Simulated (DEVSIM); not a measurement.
Device: abrupt Si n-p junction, at 250 K.

Layer 1 from the left is Si, thickness (μm) 2.90, Nd (cm⁻³) 5.8e17, τn (s) 0.00012, τp (s) 0.00012. Layer 2 from the left is Si, thickness (μm) 250, Na (cm⁻³) 2.1e16, τn (s) 0.00012, τp (s) 0.00012.

Left contact: ohmic. Right contact: ohmic. Voltage is applied to the left contact. Recombination: SRH at mid-gap, Auger. Mobility is constant in doping.

The device is made up for the run: typed textbook-type constants, with dimensions and the other settings drawn at random. Values at 300 K; Nc and Nv go as T^1.5, mobilities as T to minus their exponent, the gap by Varshni's rule with the affinity fixed.

Si: gap (eV) 1.124, affinity (eV) 4.05, permittivity 11.7, Nc (cm⁻³) 2.86e19, Nv (cm⁻³) 3.1e19, μn (cm²/Vs) 1417, μp (cm²/Vs) 470, T exponent of μn 2.3, T exponent of μp 2.2, Cn (cm⁶/s) 2.8e-31, Cp (cm⁶/s) 9.9e-32, Varshni α (eV/K) 0.000473, Varshni β (K) 636.

Simulated with DEVSIM: 1D drift-diffusion, Boltzmann statistics, complete ionisation; no tunnelling, impact ionisation, image-force lowering or self-heating.

### Question
What does the simulation give for the largest field in the device at zero bias, the dark forward voltage at 100 A/cm², the dark forward voltage at 1 A/cm²?

### Answer
largest field in the device at zero bias 76000 V/cm; dark forward voltage at 100 A/cm² 1.029 V; dark forward voltage at 1 A/cm² 0.786 V.
